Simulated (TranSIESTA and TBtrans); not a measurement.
Au chain with one Sn atom in place of Au

Device: Au chain with one Sn atom in place of Au. Leads: straight Au chain, spacing 2.55 Å. Geometry: 3 atoms about the centre moved by SIESTA (PBE, DZP) to a largest force of 0.01 eV/Å, all others as built, motion along the axis alone.

Method: TranSIESTA and TBtrans, PBE, DZP numerical orbitals (energy shift 0.15 eV), PseudoDojo norm-conserving scalar-relativistic potentials, mesh cutoff 200 Ry, 300 K, no spin polarisation, no spin-orbit coupling; self-consistent non-equilibrium Green functions.

```
Item                               Result
---------------------------------  ------
Conductance at 300 K (G0 = 2e²/h)    0.92
Thermopower (μV/K)                    2.1
Mean T from −0.5 to 0.5 eV           0.94
```

Energies count from the leads' Fermi level. Transmissions are for one spin of a degenerate pair. The energy step is 0.01 eV; narrower resonances are cut or missed.

```
E (eV)      T  lead channels
------  -----  -------------
-2.00   0.057              3
-1.90   0.051              3
-1.80   0.062              3
-1.70   0.090              3
-1.60    0.14              3
-1.50    0.21              3
-1.40    0.33              3
-1.30    0.58              3
-1.20    1.02      band edge
-1.10    1.04      band edge
-1.00    0.97      band edge
-0.90    0.95      band edge
-0.80    0.96      band edge
-0.70    0.97              4
-0.60    0.98              4
-0.50    0.99              4
-0.40    0.99              4
-0.30    0.99              4
-0.20    0.98              4
-0.10    0.96              3
0.00     0.92              1
0.10     0.91              1
0.20     0.90              1
0.30     0.89              1
0.40     0.88              1
0.50     0.87              1
0.60     0.86              1
0.70     0.85              1
0.80     0.84              1
0.90     0.83              1
1.00     0.82              1
1.10     0.81              1
1.20     0.80              1
1.30     0.79              1
1.40     0.78              1
1.50     0.77              1
1.60     0.76              1
1.70     0.75              1
1.80     0.74              1
1.90     0.73              1
2.00     0.72              1
```

The leads' channel count changes near -0.01 eV, within the thermal window, so values at the Fermi level hang on where that band edge falls. The straight chain is held at its spacing; free chains may zigzag or dimerise. No spin-polarised start was tried, so a magnetic state, if there is one, is missed. Spin-orbit coupling, left out here, matters for the heavy atoms.
